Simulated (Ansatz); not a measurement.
Results of LDA in Ansatz (PAW) for Hf2N2O (P2₁/m, No. 11, 10 atoms in the cell; start mp-776205).

Numerical settings: plane-wave cutoff 520 eV, 8×10×4 k mesh (along the axes of the cell as run), Fermi–Dirac smearing 0.01 eV, scalar-relativistic PAW data made under PBE.

Cell (relaxed at this level):

```
CELL_PARAMETERS angstrom
      4.23268     0.00000    -0.01893
      0.00000     3.37465     0.00000
     -1.55228     0.00000     8.34052
ATOMIC_POSITIONS crystal
  Hf 0.20949 0.75000 0.89405
  Hf 0.79051 0.25000 0.10595
  Hf 0.37935 0.75000 0.32788
  Hf 0.62065 0.25000 0.67212
  N  0.16588 0.25000 0.75000
  N  0.83412 0.75000 0.25000
  N  0.28613 0.25000 0.09813
  N  0.71387 0.75000 0.90187
  O  0.68914 0.75000 0.56031
  O  0.31086 0.25000 0.43969
```

Question: Predict the band gap, smallest direct gap on the k points sampled and direct gap at Γ.

Answer: 
band gap: 0.99 eV
smallest direct gap on the k points sampled: 1.61 eV
direct gap at Γ: 2.02 eV

Spin–orbit coupling is not included.

Computed values are for the static lattice.

The result took roughly 4 core-minutes.

A start named mp-… is a Materials Project structure, which need not be a measured phase.

Ansatz is a quantum-chemistry and plane-wave program.
